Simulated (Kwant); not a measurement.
System: wire with a row of barriers in a Si two-dimensional gas. Effective mass 0.19 mₑ, grid spacing 7.5 nm, hard walls, nominal width 150 nm (19 grid rows, so walls 150 nm apart), one parabolic valley, scattering region 750 nm long along x; energies count from the band bottom; Fermi energy swept from 7.0368e-05 to 0.00083562 eV. 3 barrier(s) across the wire, height 0.0099 eV, thickness 22.5 nm (about 3 grid columns), spaced by 90 nm.

The device is made up for the run: typed textbook-type constants, with dimensions and the other settings drawn at random.

Computed with Kwant: effective-mass tight-binding model on a square grid, one spin, coherent transport at 0 K. Conductance is in e²/h.

Problem. How many channels do the leads carry at E = 0.561, 0.715 meV?

Solution. The hard-wall thresholds are n² ħ²π²/(2mW²) = n² × 0.0880 meV with W = 150 nm. √(0.561/0.0880) = 2.53, so 2. √(0.715/0.0880) = 2.85, so 2.
